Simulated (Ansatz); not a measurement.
**Zr, response to strain**

Consider Zr in the hcp (Mg type) structure (space group P6_3/mmc, No. 194; a = 3.231 Å, c = 5.179 Å; relaxed with 0.1 eV smearing). Axes: x lies along a and z along c of the hexagonal cell.

Strains are applied to the cell and any free atomic positions relax; under biaxial strain the out-of-plane vector relaxes too.

Method: PBE in Ansatz (plane waves to 420 eV, PAW, no SOC), earlier PAW set.

Notes on the quantities. pressure: mean of the normal stresses, compression positive.

```json
[
 {"change": "base", "pressure": "0.0 GPa", "shortest interatomic distance": "6.031 bohr"},
 {"change": "biaxial strain −3.31 %, plane normal [001], relaxed out of plane", "pressure": "___", "shortest interatomic distance": "___"},
 {"change": "biaxial strain +0.29 %, plane normal [001], relaxed out of plane", "pressure": "___", "shortest interatomic distance": "6.028 bohr"},
 {"change": "isotropic strain −0.35 %", "pressure": "___", "shortest interatomic distance": "6.010 bohr"}
]
```

Task: What belongs in the blanks?

Result: 
- biaxial strain −3.31 %, plane normal [001], relaxed out of plane, pressure: 3.2 GPa
- biaxial strain −3.31 %, plane normal [001], relaxed out of plane, shortest interatomic distance: 5.903 bohr
- biaxial strain +0.29 %, plane normal [001], relaxed out of plane, pressure: -0.3 GPa
- isotropic strain −0.35 %, pressure: 1.0 GPa

Whether these cells are dynamically stable was not tested. The final runs are not spin-polarised.

Ansatz is an electronic-structure program.
